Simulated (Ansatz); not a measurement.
Consider Ti-vacancy pair (Ti on one host W site, one W site vacant) in bcc W, neutral cell. Calculation: PBE, PAW (plane waves to 420 eV; Ansatz, a quantum-chemistry and plane-wave program).

Settings: 36 host sites, the relaxed PBE lattice, a 2×2×3 k-point mesh shifted by half a step, smearing 0.10 eV, spin-restricted, no image-charge correction. No zero-point or tunnelling terms. Spin-orbit coupling is left out. Forms of the defect that were not tried may lie lower.

Barriers: single points on a 3×3×5 k-point mesh shifted by half a step at the bands' geometries (they differ from the bands' own by up to 0.10 eV, and are uncertain by about as much).

Relaxed starting cell (atoms counted from 1):

```yaml
crystal:
  lattice:
    - [9.55287, 0.00000, 0.00000]
    - [0.00000, 9.55287, 0.00000]
    - [0.00000, 0.00000, 6.36858]
  atoms:
    - { symbol: Ti, position: [0.00490, 0.00536, 0.01130] }
    - { symbol: W, position: [0.00009, 0.00058, 0.50152] }
    - { symbol: W, position: [0.00017, 0.33160, 0.00376] }
    - { symbol: W, position: [0.00119, 0.33085, 0.49664] }
    - { symbol: W, position: [0.99956, 0.66861, 0.00152] }
    - { symbol: W, position: [0.99969, 0.66624, 0.50208] }
    - { symbol: W, position: [0.33108, 0.00066, 0.00391] }
    - { symbol: W, position: [0.33052, 0.00172, 0.49670] }
    - { symbol: W, position: [0.33065, 0.33112, 0.00512] }
    - { symbol: W, position: [0.33148, 0.33195, 0.49861] }
    - { symbol: W, position: [0.33239, 0.66614, 0.00116] }
    - { symbol: W, position: [0.33219, 0.66708, 0.50193] }
    - { symbol: W, position: [0.66818, 0.00003, 0.00159] }
    - { symbol: W, position: [0.66579, 0.00016, 0.50216] }
    - { symbol: W, position: [0.66567, 0.33287, 0.00118] }
    - { symbol: W, position: [0.66660, 0.33267, 0.50194] }
    - { symbol: W, position: [0.66581, 0.66629, 0.00221] }
    - { symbol: W, position: [0.66658, 0.66707, 0.50146] }
    - { symbol: W, position: [0.16756, 0.16804, 0.74713] }
    - { symbol: W, position: [0.16566, 0.49765, 0.25117] }
    - { symbol: W, position: [0.16566, 0.49863, 0.75146] }
    - { symbol: W, position: [0.16750, 0.83253, 0.25392] }
    - { symbol: W, position: [0.16640, 0.83473, 0.75270] }
    - { symbol: W, position: [0.49713, 0.16621, 0.25122] }
    - { symbol: W, position: [0.49809, 0.16621, 0.75155] }
    - { symbol: W, position: [0.49886, 0.49940, 0.25132] }
    - { symbol: W, position: [0.49774, 0.49827, 0.75177] }
    - { symbol: W, position: [0.49931, 0.83365, 0.25181] }
    - { symbol: W, position: [0.49777, 0.83449, 0.75201] }
    - { symbol: W, position: [0.83202, 0.16804, 0.25399] }
    - { symbol: W, position: [0.83421, 0.16698, 0.75271] }
    - { symbol: W, position: [0.83308, 0.49986, 0.25178] }
    - { symbol: W, position: [0.83393, 0.49831, 0.75190] }
    - { symbol: W, position: [0.83315, 0.83367, 0.25214] }
    - { symbol: W, position: [0.83300, 0.83351, 0.75135] }
```

End state 1 differs by these moves (Å; atoms that move under 0.08 Å are left out):

| atom | element | Δx | Δy | Δz |
|---|---|---|---|---|
| 1 | Ti | 1.48 | 1.48 | 1.47 |

Task: Give the forward and backward barriers to end state 1 at the level PBE, PAW.

Result: forward 1.01 eV, backward 1.01 eV; at the saddle point atom 1 has neighbours 4 W at 2.70, 2 W at 2.73, 2 W at 3.41, 4 W at 3.42 Å. The saddle point's order was not checked, and it lies on a symmetry element of the cell, where a band can be held.

End state 2 differs by these moves (Å; atoms that move under 0.08 Å are left out):

```csv
atom,element,Δx,Δy,Δz
1,Ti,-0.05,-0.05,-0.06
10,W,-1.56,-1.56,-1.54
```

Task: What is the computed forward and backward barriers to end state 2 (PBE, PAW)?

Result: forward 1.76 eV, backward 1.54 eV; at the saddle point atom 10 has neighbours W at 2.66, 2 W at 2.68, 2 W at 2.74, W at 2.76, W at 3.25, 2 W at 3.26 Å. The saddle point's order was not checked, and it lies on a symmetry element of the cell, where a band can be held.
